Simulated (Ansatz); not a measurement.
CaB6-type YB6 was calculated with BLYP in Ansatz (PAW).

Settings: plane-wave cutoff 520 eV, 14×14×14 k mesh, Fermi–Dirac smearing 0.05 eV, scalar-relativistic PAW data made under PBE.

Cell (relaxed at this level):

```xyz
7
Lattice="4.1216 0.0000 0.0000 0.0000 4.1216 0.0000 0.0000 0.0000 4.1216" Properties=species:S:1:pos:R:3 pbc="T T T"
Y      0.0000     0.0000     0.0000
B      3.3012     2.0608     2.0608
B      2.0608     0.8203     2.0608
B      2.0608     3.3012     2.0608
B      0.8203     2.0608     2.0608
B      2.0608     2.0608     3.3012
B      2.0608     2.0608     0.8203
```

Task: Estimate the bulk modulus B0 and pressure derivative B′ of the bulk modulus that the calculation returns.

Result: 
- bulk modulus B0 = 165 GPa
- pressure derivative B′ of the bulk modulus = 3.7

The run finds no gap.

Note: the relaxation could not lower the start's symmetry, so the cell can be a saddle point above a distorted one.

The computed numbers hold no vibrational or temperature effects.

Ansatz is a first-principles code.
